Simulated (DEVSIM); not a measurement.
## illuminated Si n-on-p cell, one wavelength

Device: illuminated Si n-on-p cell, one wavelength, at 300 K.

```csv
layer (left to right),material,thickness (μm),Nd (cm⁻³),Na (cm⁻³),τn (s),τp (s),absorption coefficient (cm⁻¹)
1,Si,0.140,9.9e18,-,1.2e-8,5.1e-9,250
2,Si,170,-,4.5e16,1.5e-7,1.5e-7,250
```

Left contact: ohmic, minority hole recombination velocity 3e5 cm/s. Right contact: ohmic, minority electron recombination velocity 80000 cm/s. Voltage is applied to the left contact. Recombination: SRH at mid-gap, radiative, Auger. Light enters at the left, 2e17 photons cm⁻² s⁻¹, one pass, no reflection. Mobility is constant in doping.

Constants are typed, rounded textbook-type inputs, not results; the design itself was drawn at random and stands for no fabricated device. Values at 300 K.

| parameter | Si |
|---|---|
| gap (eV) | 1.124 |
| affinity (eV) | 4.05 |
| permittivity | 11.7 |
| Nc (cm⁻³) | 2.86e19 |
| Nv (cm⁻³) | 3.1e19 |
| μn (cm²/Vs) | 1417 |
| μp (cm²/Vs) | 470 |
| B (cm³/s) | 4.7e-15 |
| Cn (cm⁶/s) | 2.8e-31 |
| Cp (cm⁶/s) | 9.9e-32 |

Simulated with DEVSIM: 1D drift-diffusion, Boltzmann statistics, complete ionisation; no tunnelling, impact ionisation, image-force lowering or self-heating.

| Quantity | Result |
|---|---|
| Potential step across the device at zero bias | 0.928 V |
| Largest field in the device at zero bias | 190000 V/cm |
| Dark forward voltage at 1 A/cm² | 0.670 V |
| Dark forward voltage at 100 A/cm² | 1.126 V |
| Short-circuit current | 12.0 mA/cm² |
| Open-circuit voltage | 0.549 V |
| Fill factor | 0.81 |
| Largest power | 5.33 mW/cm² |
| Share of generated pairs collected at short circuit | 0.379 |

Dark forward current:

(V (V), J (A/cm²)): (-0.05, -1.2e-8); (-0.10, -4.4e-8); (-0.15, -1.3e-7); (-0.20, -3.8e-7); (-0.30, -3.6e-6); (-0.35, -1.3e-5); (-0.40, -5.9e-5); (-0.45, -0.00032); (-0.50, -0.0019); (-0.55, -0.013); (-0.60, -0.083); (-0.70, -2.6); (-0.75, -7.6); (-0.80, -15); (-0.85, -25); (-0.90, -36); (-0.95, -48); (-1.05, -75); (-1.10, -91); (-1.15, -110); (-1.20, -130); (-1.25, -150); (-1.30, -170); (-1.35, -190); (-1.45, -250); (-1.50, -280); (-1.55, -310); (-1.60, -340)

Current under light (generator sign):

```tsv
V (V)	J (mA/cm²)
0.00	12.0
0.08	12.0
0.16	12.0
0.24	12.0
0.32	12.0
0.40	11.9
0.42	11.8
0.44	11.7
0.46	11.5
0.48	11.0
0.50	10.0
0.52	7.89
0.54	3.35
0.56	-6.39
```
